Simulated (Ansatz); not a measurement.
# InSb in the zinc blende structure (space group F-43m, No. 216)

Space group F-43m (No. 216); a = 6.635 Å, b = 6.635 Å, c = 6.635 Å, α = 90.00°, β = 90.00°, γ = 90.00°

```tsv
atom	site	symmetry	x	y	z
Sb	4c	-43m	0.2500	0.2500	0.2500
In	4a	-43m	0.0000	0.0000	0.0000
```
(The calculation used a cell of 2 atoms; values per cell refer to that cell.)

Computed with DFT with PBE, PAW potentials and a 420 eV plane-wave cutoff in Ansatz (a first-principles code), without spin-orbit coupling. k-mesh 12×12×12 (Γ-centred); smearing 0.05 eV (Fermi–Dirac).

| Item | Value |
|---|---|
| Volume per atom | 36.51 Å³ |
| Density | 5.38 g/cm³ |
| Band gap | zero |
| Total energy | -6041.294 eV/atom (σ→0; compares only within this code and set-up) |

Spin-orbit coupling, missing from the scalar runs, can matter with Sb. Stability against distortions was not tested. All final runs are without spin polarisation. A zero or small gap of InSb can be the functional's error rather than a property of the material.
